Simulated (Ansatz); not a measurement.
The reference is Si in the diamond structure (space group Fd-3m, No. 227; a = 5.4703 Å).

The values are results of PBE (Ansatz, an electronic-structure program), no spin-orbit coupling, not measurements.

For the base:

```
Property                                  Value
---------------  ------------------------------
Gap character    indirect, Γ → Γ–X (87 % along)
Volume per atom                        20.46 Å³
Band gap                                0.61 eV
```

One thing is altered: hydrostatic tension (pressure −1 GPa).

Estimate the effect on the gap character, volume per atom and band gap.

The gap character is still indirect, Γ → Γ–X (87 % along); the volume per atom rises by 0.235 Å³ to 20.70 Å³; the band gap goes up by 0.02 eV to 0.63 eV.

Load acts through the strain it causes; cell and atoms are relaxed under it. Stability against distortions was not tested.
